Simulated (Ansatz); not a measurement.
These are PBE (plane waves to 420 eV, PAW; Ansatz, an electronic-structure program) values and carry that method's errors.

Planar average of the electrostatic potential across the slab, in eV from the Fermi level, for a constructed model of the (111) surface of fcc Pt, (√3x√3)R30° surface alloy, In on one Pt site of the top plane (bottom of the slab: a bare face, its two planes held):

(z (Å), V (eV)): (3.72, 5.68); (4.01, 5.68); (4.30, 5.67); (4.58, 5.67); (4.87, 5.67); (5.16, 5.65); (5.44, 5.63); (5.73, 5.56); (6.02, 5.42); (6.30, 5.09); (6.59, 4.35); (6.88, 2.65); (7.16, -1.78); (7.45, -10.99); (7.73, -19.84); (8.02, -23.33); (8.31, -19.62); (8.59, -10.82); (8.88, -2.32); (9.17, 0.16); (9.45, -2.90); (9.74, -11.67); (10.03, -20.23); (10.31, -23.56); (10.60, -19.91); (10.89, -11.21); (11.17, -2.72); (11.46, -0.16); (11.74, -3.25); (12.03, -12.06); (12.32, -20.49); (12.60, -23.57); (12.89, -19.73); (13.18, -10.93); (13.46, -2.52); (13.75, -0.09); (14.04, -3.26); (14.32, -12.11); (14.61, -20.51); (14.90, -23.54); (15.18, -19.61); (15.47, -10.76); (15.76, -2.36); (16.04, 0.11); (16.33, -2.74); (16.61, -11.38); (16.90, -20.03); (17.19, -23.54); (17.47, -20.01); (17.76, -11.34); (18.05, -2.68); (18.33, 0.27); (18.62, -1.92); (18.91, -8.84); (19.19, -16.44); (19.48, -20.19); (19.77, -18.28); (20.05, -11.93); (20.34, -4.65); (20.62, 0.10); (20.91, 2.72); (21.20, 3.85); (21.48, 4.37); (21.77, 4.62); (22.06, 4.74); (22.34, 4.79); (22.63, 4.82); (22.92, 4.83); (23.20, 4.84); (23.49, 4.84); (23.78, 4.84); (24.06, 4.84)

Set-up: 18 atoms, 11.5 Å thick at the start; mesh 9x9x1; 0.1 eV smearing; dipole correction on; 6 atoms held, the rest relaxed; symmetry of the start imposed; no spin, no spin-orbit, no U. It is one candidate, not shown to be the stable structure of the face.

The surface cell has an area of 20.47 Å². What dipole along the normal does the step between the two vacuum levels imply?

the top vacuum level lies 0.83 eV below the bottom one; p = −ε₀ A ΔV (ε₀ = 0.005526 e/(V·Å)) gives 0.09 e·Å a cell.
